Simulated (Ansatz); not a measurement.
# Pressure series in hypothetical zinc blende BiB

The reference is BiB in the zinc blende structure (space group F-43m, No. 216; a = 5.456 Å; a hypothetical phase, not in the database extracts checked).

Cell and atoms are relaxed at each pressure.

Calculations: PBEsol in Ansatz (plane waves to 420 eV, PAW, scalar-relativistic without spin-orbit coupling).

Notes on the quantities. hole mass: degenerate bands, along [100].

```json
[
 {"change": "base", "electron mass": "0.034 mₑ (at Γ)", "band gap": "0.45 eV", "hole mass": "0.033, 0.23, 0.23 mₑ (at Γ)", "volume per atom": "20.30 Å³"},
 {"change": "pressure −2 GPa", "electron mass": "–", "band gap": "0.25 eV", "hole mass": "–", "volume per atom": "20.84 Å³"},
 {"change": "pressure −1 GPa", "electron mass": "0.027 mₑ (at Γ)", "band gap": "0.35 eV", "hole mass": "0.026, 0.22, 0.22 mₑ (at Γ)", "volume per atom": "20.56 Å³"},
 {"change": "pressure 3 GPa", "electron mass": "2.7 mₑ along k, 0.11 mₑ across (at L)", "band gap": "0.59 eV", "hole mass": "0.050, 0.21, 0.21 mₑ (at Γ)", "volume per atom": "19.62 Å³"},
 {"change": "pressure 7 GPa", "electron mass": "1.1 mₑ along k, 0.21 mₑ across (off the special points)", "band gap": "0.58 eV", "hole mass": "0.070, 0.21, 0.21 mₑ (at Γ)", "volume per atom": "18.88 Å³"},
 {"change": "pressure 15 GPa", "electron mass": "1.1 mₑ along k, 0.21 mₑ across (off the special points)", "band gap": "0.54 eV", "hole mass": "0.098, 0.19, 0.19 mₑ (at Γ)", "volume per atom": "17.73 Å³"},
 {"change": "pressure 30 GPa", "electron mass": "1.2 mₑ along k, 0.21 mₑ across (off the special points)", "band gap": "0.48 eV", "hole mass": "0.14, 0.19, 0.19 mₑ (at Γ)", "volume per atom": "16.24 Å³"},
 {"change": "pressure 50 GPa", "electron mass": "1.2 mₑ along k, 0.21 mₑ across (off the special points)", "band gap": "0.43 eV", "hole mass": "0.18 mₑ (at Γ)", "volume per atom": "14.91 Å³"},
 {"change": "pressure 75 GPa", "electron mass": "1.5 mₑ along k, 0.21 mₑ across (off the special points)", "band gap": "0.39 eV", "hole mass": "0.17, 0.17, 0.22 mₑ (at Γ)", "volume per atom": "13.76 Å³"},
 {"change": "pressure 100 GPa", "electron mass": "1.4 mₑ along k, 0.21 mₑ across (off the special points)", "band gap": "0.36 eV", "hole mass": "0.17, 0.17, 0.26 mₑ (at Γ)", "volume per atom": "12.92 Å³"}
]
```

With Bi present, leaving out spin-orbit coupling can change the band edges. Load acts through the strain it causes; cell and atoms are relaxed under it. Masses are band curvatures over ±0.01 Å⁻¹ around the edge. Along k means along the line from Γ to the band edge. Whether these cells are dynamically stable was not tested. Competing high-pressure phases were not computed. A zero or small gap of BiB under pressure −2 GPa can be the functional's error rather than a property of the material.

Ansatz is an electronic-structure program.
